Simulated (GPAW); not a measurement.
```yaml
crystal:
  lattice:
    - [-2.73550, 2.73909, 5.43389]
    - [2.73550, -2.73909, 5.43389]
    - [2.73550, 2.73909, -5.43389]
  atoms:
    - { symbol: Ga, position: [0.13293, 0.87848, 0.24905] }
    - { symbol: Ga, position: [0.36685, 0.61901, 0.74071] }
    - { symbol: Cu, position: [0.64011, 0.37316, 0.24805] }
    - { symbol: Cu, position: [0.86176, 0.12263, 0.75607] }
    - { symbol: Se, position: [0.23639, 0.49116, 0.22633] }
    - { symbol: Se, position: [0.75434, 0.00991, 0.26038] }
    - { symbol: S, position: [0.50795, 0.25222, 0.76604] }
    - { symbol: S, position: [0.99968, 0.75342, 0.75336] }
```

Method of the run: PBEsol, GPAW PAW datasets PBEsol (made by gpaw-setup) (plane waves; GPAW).

The set-up and first iterations of a GPAW log for GaCuSeS (P1, 8 atoms in the cell):

```
Input parameters:
  convergence: {bands: -2}
  kpts: [3 3 3]
  maxiter: 120
  mode: {ecut: 800.0,
         name: pw}
  nbands: -4
  occupations: {fixmagmom: False,
                name: fermi-dirac,
                width: 0.02}
  symmetry: {symmorphic: False,
             tolerance: 0.0005}
  xc: PBEsol

species:
  Ga:
    name: Gallium
    Z: 31.0
    valence: 3
    core: 28
    charge: 0.0
    file: Ga.PBEsol.gz

    # Using partial waves for Ga as LCAO basis

  Cu:
    name: Copper
    Z: 29.0
    valence: 11
    core: 18
    charge: 0.0
    file: Cu.PBEsol.gz

    # Using partial waves for Cu as LCAO basis

  Se:
    name: Selenium
    Z: 34.0
    valence: 6
    core: 28
    charge: 0.0
    file: Se.PBEsol.gz

    # Using partial waves for Se as LCAO basis

  S:
    name: Sulfur
    Z: 16.0
    valence: 6
    core: 10
    charge: 0.0
    file: S.PBEsol.gz

    # Using partial waves for S as LCAO basis

Reference energy: -349454.893637  # eV

   [... lines left out ...]
  External potential:
    NoExternalPotential

XC parameters: PBEsol with 2 nearest neighbor stencil

Number of atoms: 8
Number of atomic orbitals: 42
Number of bands in calculation: 30
Number of valence electrons: 52
Bands to converge: 28

Density initialized from atomic densities
  30 bands from LCAO basis set

Atomic positions and initial magnetic moments

Positions:
   0 Ga     2.720734   -1.359947    4.142602    ( 0.0000,  0.0000,  0.0000)
   1 Ga     2.715996    1.338161    1.332129    ( 0.0000,  0.0000,  0.0000)
   2 Cu    -0.051693    1.410651    4.158094    ( 0.0000,  0.0000,  0.0000)
   3 Cu     0.046348    4.095474    1.240682    ( 0.0000,  0.0000,  0.0000)
   4 Se     1.316074   -0.077902    2.723558    ( 0.0000,  0.0000,  0.0000)
   5 Se    -1.324100    2.752268    2.737947    ( 0.0000,  0.0000,  0.0000)
   6 S      1.395948    2.798709   -0.031897    ( 0.0000,  0.0000,  0.0000)
   7 S      4.122691   -0.001044   -0.001451    ( 0.0000,  0.0000,  0.0000)

Unit cell:
           periodic     x           y           z      points  spacing
  1. axis:    yes   -2.735500    2.739090    5.433890    45     0.1087
  2. axis:    yes    2.735500   -2.739090    5.433890    45     0.1086
  3. axis:    yes    2.735500    2.739090   -5.433890    45     0.0860

  Lengths:   6.671786   6.671786   6.671786
  Angles:  131.589058 131.521446  70.932385

Effective grid spacing dv^(1/3) = 0.1214
     iter     time        total  log10-change:
                         energy   eigst   dens
iter:   1 --:--:--   -37.347968   +0.53
iter:   2 --:--:--   -36.830207   -0.86  -1.17
iter:   3 --:--:--   -35.996052   -0.92  -1.18
iter:   4 --:--:--   -35.784134   -1.44  -1.25
iter:   5 --:--:--   -35.859815   -1.38  -1.37
iter:   6 --:--:--   -36.169151   -1.49  -1.67
iter:   7 --:--:--   -35.662793   -1.02  -1.76
iter:   8 --:--:--   -35.670813   -2.18  -2.46
iter:   9 --:--:--   -35.671225c  -3.17  -2.56
iter:  10 --:--:--   -35.682055c  -2.82  -2.60
iter:  11 --:--:--   -35.672573c  -2.32  -2.65
iter:  12 --:--:--   -35.670048c  -3.73  -2.97
iter:  13 --:--:--   -35.669520c  -4.07  -3.08
```

Problem. Will this run converge, and how will it end?

Solution. The run converged in 27 iterations. Convergence of the loop says nothing yet on basis, mesh or lower states. It ends on: free energy E − TS (from the program's reference atoms) -35.6694 eV; top of the valence band (on the code's own zero) 5.26 eV; gap on the k-point mesh 0.33 eV; pressure -0.93 GPa; largest force (vector length) 0.805 eV/Å. The log goes on:

```
   [... 5 lines left out ...]
iter:  19 --:--:--   -35.669448c  -5.61  -3.66
iter:  20 --:--:--   -35.669436c  -5.51  -3.71
iter:  21 --:--:--   -35.669446c  -5.51  -3.79
iter:  22 --:--:--   -35.669451c  -4.96  -3.80
iter:  23 --:--:--   -35.669430c  -5.54  -4.05c
iter:  24 --:--:--   -35.669430c  -6.74  -4.74c
iter:  25 --:--:--   -35.669430c  -7.21  -4.78c
iter:  26 --:--:--   -35.669430c  -7.03  -4.88c
iter:  27 --:--:--   -35.669430c  -7.64c -4.89c
Converged after 27 iterations.

Dipole moment: (-0.854202, -0.466439, -1.775973) |e|*Ang

Energy contributions relative to reference atoms: (reference = -349454.893637)

Kinetic:        +32.304036
Potential:      -32.600352
External:        +0.000000
XC:             -35.749191
Entropy (-ST):   -0.000007
Local:           +0.376079
SIC:             +0.000000
--------------------------
Free energy:    -35.669434
Extrapolated:   -35.669430

Showing only first 2 kpts
 Kpt  Band  Eigenvalues  Occupancy
  0    24      5.19781    1.99998
  0    25      5.26385    1.99952
  0    26      5.59629    0.00050
  0    27      7.18812    0.00000

  1    24      4.57310    2.00000
  1    25      4.95940    2.00000
  1    26      7.03179    0.00000
  1    27      7.30719    0.00000

Fermi level: 5.43046

Gap: 0.332 eV
Transition (v -> c):
  (s=0, k=0, n=25, [0.00, 0.00, 0.00]) -> (s=0, k=0, n=26, [0.00, 0.00, 0.00])
No difference between direct/indirect transitions
   [... lines left out ...]
  1 Ga    0.04107    0.27008   -0.12432
  2 Cu    0.41898   -0.11585    0.13695
  3 Cu   -0.27412   -0.09441   -0.21417
  4 Se   -0.30514    0.74461   -0.02989
  5 Se   -0.06472    0.02326   -0.41669
  6 S    -0.08844   -0.61764    0.26556
  7 S    -0.16934   -0.21075    0.16121

Stress tensor:
     0.005865     0.000739    -0.000342
     0.000739     0.006726     0.003461
    -0.000342     0.003461     0.004911
Stress (GPa, Voigt): [ 0.9396  1.0776  0.7868  0.5545 -0.0548  0.1183]
```

For comparison: a first run was changed to give this one (atoms moved at random), and from it to this one the free energy goes up by 10.3 meV/atom, the pressure goes from -1.07 to -0.93 GPa, the largest force goes from 0.169 to 0.805 eV/Å and the gap on the mesh goes from 0.381 to 0.332 eV.

The starting cell comes from a database of computed structures (which also holds hypothetical and non-ambient phases and stackings), without a prior relaxation at this level. For this run, on top of that: atoms moved at random.

The run was DFT PBEsol, plane waves, GPAW PAW datasets PBEsol (made by gpaw-setup). Main settings of its input:

- mode: pw
- ecut: 800 eV
- xc: PBEsol
- kpts: 3 3 3
- mesh shift (steps): 0 0 0
- occupations.name: fermi-dirac
- occupations.width: 0.02 eV
- nbands: -4
- convergence.bands: -2
- symmetry.symmorphic: false
- symmetry.tolerance: 0.0005
- maxiter: 120
